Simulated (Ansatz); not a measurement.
The structure below was relaxed with plane-wave PAW DFT at the PBEsol level (Ansatz, a quantum-chemistry and plane-wave program, 420 eV), without spin-orbit coupling.

Space group R-3m, hexagonal axes (No. 166); a = b = 3.576 Å, c = 20.662 Å, α = β = 90.00°, γ = 120.00°

| atom | site | symmetry | x | y | z |
|---|---|---|---|---|---|
| Os | 3a | -3m | 0.0000 | 0.0000 | 0.0000 |
| Ag | 3b | -3m | 0.0000 | 0.0000 | 0.5000 |
| Se | 6c | 3m | 0.0000 | 0.0000 | 0.2656 |

Question: Write out a cell with all atoms.

Answer: 
```
AgOsSe2
1.0
    3.57626     0.00000     0.00000
   -1.78813     3.09713     0.00000
    0.00000     0.00000    20.66175
Os Ag Se
3 3 6
Direct
  0.00000   0.00000   0.00000
  0.66667   0.33333   0.33333
  0.33333   0.66667   0.66667
  0.66667   0.33333   0.83333
  0.33333   0.66667   0.16667
  0.00000   0.00000   0.50000
  0.33333   0.66667   0.93227
  0.00000   0.00000   0.73439
  0.00000   0.00000   0.26561
  0.66667   0.33333   0.06773
  0.66667   0.33333   0.59894
  0.33333   0.66667   0.40106
```
This is the conventional cell.

Stability against distortions was not tested. All final runs are without spin polarisation. An odd electron count without spin: AgOsSe2. The cell was made from FeAgSe2 by this change: Fe → Os; the result is a hypothetical phase, not in the database extracts checked. AgOsSe2 has a high density of states at the Fermi level and may be magnetic at this level.
